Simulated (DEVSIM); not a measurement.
Structure: Schottky contact on p-type Si, at 350 K.

```
layer (left to right)  material  thickness (μm)  Na (cm⁻³)  τn (s)  τp (s)
---------------------  --------  --------------  ---------  ------  ------
1                            Si            8.90     2.7e16  2.1e-7  2.1e-7
```

Left contact: Schottky, work function 4.494 eV, emission velocity 5.3e6 cm/s. Right contact: ohmic. Voltage is applied to the left contact. Recombination: SRH at mid-gap. Mobility is μmin + (μ − μmin)/(1 + (N/Nref)^α).

The device is made up for the run: typed textbook-type constants, with dimensions and the other settings drawn at random. Values at 300 K; Nc and Nv go as T^1.5, mobilities as T to minus their exponent, the gap by Varshni's rule with the affinity fixed.

```
parameter               Si
----------------  --------
gap (eV)             1.124
affinity (eV)         4.05
permittivity          11.7
Nc (cm⁻³)          2.86e19
Nv (cm⁻³)           3.1e19
μn (cm²/Vs)           1417
μp (cm²/Vs)            470
μn,min                  52
μp,min                  45
Nref,n              9.7e16
Nref,p              2.2e17
αn                    0.68
αp                    0.72
T exponent of μn       2.3
T exponent of μp       2.2
Varshni α (eV/K)  0.000473
Varshni β (K)          636
```

Simulated with DEVSIM: 1D drift-diffusion, Boltzmann statistics, complete ionisation; no tunnelling, impact ionisation, image-force lowering or self-heating. Metal contacts follow the ideal Schottky-Mott rule: no Fermi-level pinning, no interface dipoles.

The metal work function was swept, all else fixed.

```tsv
metal work function (eV)	dark forward voltage at 100 A/cm² (V)	potential step across the device at zero bias (V)	largest field in the device at zero bias (V/cm)
4.294	0.573	0.647	72000
4.344	0.524	0.597	69000
4.394	0.474	0.547	66000
4.444	0.424	0.497	62000
4.494	0.374	0.447	59000
4.544	0.324	0.397	55000
4.594	0.274	0.347	51000
4.644	0.224	0.297	47000
```

From the first row to the last the dark forward voltage at 100 A/cm² goes from 0.573 to 0.224. From the first row to the last the potential step across the device at zero bias goes from 0.647 to 0.297.
